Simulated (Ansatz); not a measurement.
## Fermi-surface data of CoPdO2 (R-3m)

```yaml
crystal:
  lattice:
    - [1.43111, 0.82625, 5.95167]
    - [-1.43111, 0.82625, 5.95167]
    - [0.00000, -1.65250, 5.95167]
  atoms:
    - { symbol: Co, position: [0.50000, 0.50000, 0.50000] }
    - { symbol: Pd, position: [0.00000, 0.00000, 0.00000] }
    - { symbol: O, position: [0.88713, 0.88713, 0.88713] }
    - { symbol: O, position: [0.11287, 0.11287, 0.11287] }
```

These are PBE, rigid bands (plane waves, PAW, scalar-relativistic; Ansatz, a first-principles code) values and carry that method's errors. Condition of this run: functional PBE, cell relaxed with it. Geometry: cell and atoms relaxed with PBE.

```
Quantity                                                              Value
------------------------------------  -------------------------------------
density of states at the Fermi level     0.713 states/(eV·cell), both spins
bare Sommerfeld coefficient                       0.42 mJ/(mol of atoms·K²)
Drude plasma energy                           4.1 (x), 4.1 (y), 0.46 (z) eV
root-mean-square Fermi velocity                                   5.0e5 m/s
resistivity times τ                   29 (x), 29 (y), 2300 (z) ×10⁻²² Ω·m·s
```

A metal at this level (no band gap); rigid bands, thermally averaged at 300 K, both spins. Spin-orbit coupling is left out. τ is one relaxation time for all states.

Computed structure with no diffraction record at hand here (it may be known, metastable or hypothetical): CoPdO2 (R-3m). Treated as nonmagnetic (a ferromagnetic start lost its moment, other orders weren't tried): CoPdO2 (R-3m).
